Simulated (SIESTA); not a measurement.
SIESTA 5.4.2, DFT, PBE, numerical atomic orbitals DZP, PseudoDojo PBE standard norm-conserving (rewritten from UPF to PSML): fcc Cu, atoms displaced (Cu8), 8 atoms. Basis and mesh were picked for this test and aren't claimed converged.

```text
SystemLabel siesta
NumberOfAtoms 8
NumberOfSpecies 1
%block ChemicalSpeciesLabel
  1 29 Cu
%endblock ChemicalSpeciesLabel
LatticeConstant 1.0 Ang
%block LatticeVectors
     7.230000000    0.000000000    0.000000000
     0.000000000    3.615000000    0.000000000
     0.000000000    0.000000000    3.615000000
%endblock LatticeVectors
AtomicCoordinatesFormat Fractional
%block AtomicCoordinatesAndAtomicSpecies
     0.005515000    0.989046000    0.992157000 1
     0.995827000    0.501002000    0.502695000 1
     0.245835000    0.013480000    0.498637000 1
     0.251916000    0.493840000    0.009692000 1
     0.499240000    0.012206000    0.010190000 1
     0.497826000    0.497807000    0.492786000 1
     0.750359000    0.003279000    0.489851000 1
     0.746738000    0.502850000    0.990872000 1
%endblock AtomicCoordinatesAndAtomicSpecies
XC.functional GGA
XC.authors PBE
PAO.BasisSize DZP
PAO.EnergyShift 0.01 Ry
MeshCutoff 300 Ry
%block kgrid.MonkhorstPack
  3 0 0 0.0
  0 6 0 0.0
  0 0 6 0.0
%endblock kgrid.MonkhorstPack
ElectronicTemperature 1000 K
MaxSCFIterations 200
SCF.Mixer.Method Pulay
SCF.Mixer.Weight 0.1
SCF.Mixer.History 6
SCF.DM.Tolerance 1.0E-04
WriteForces true
UseTreeTimer true
Diag.ParallelOverK true
```

The program reports k-points: 65, basis orbitals: 152, electrons: 152, real-space mesh: 80×40×40.

It runs on a single node (AMD EPYC (Zen 5), 96 cores on 1 socket, no SMT, 12 L3 cache groups; 94 cores' worth of CPU time may be used).

Each time is the median wall time of two to five repeats, run one at a time on the otherwise empty machine; start-up is included. Processes are pinned to neighbouring cores unless said otherwise. The build: conda-forge: Open MPI, OpenBLAS, ScaLAPACK, ELSI, no OpenMP; another build can shift the numbers. Scratch files lie in a memory file system.

Started as
```bash
OMP_NUM_THREADS=1 mpirun -np 16 siesta input.fdf
```
(16 ranks, Diag.ParallelOverK = true) it takes 2.6 s and 13 SCF iterations.

**Question.** Predict the time once the run is changed to 4 ranks, Diag.ParallelOverK = false.

**Answer.** About 9.5 s (3 runs within 1 %): 3.7× as long, on 4 cores in place of 16, so 0.92× the core-time. The largest move is in solving for the density matrix (compute_dm): 1.0 s to 6.3 s. As resolved by the program: BlockSize 9 against 39, ProcessorY 4 against 2. Change in the result: energy equal as printed, forces (largest component) under 0.001 meV/Å, pressure equal as printed.
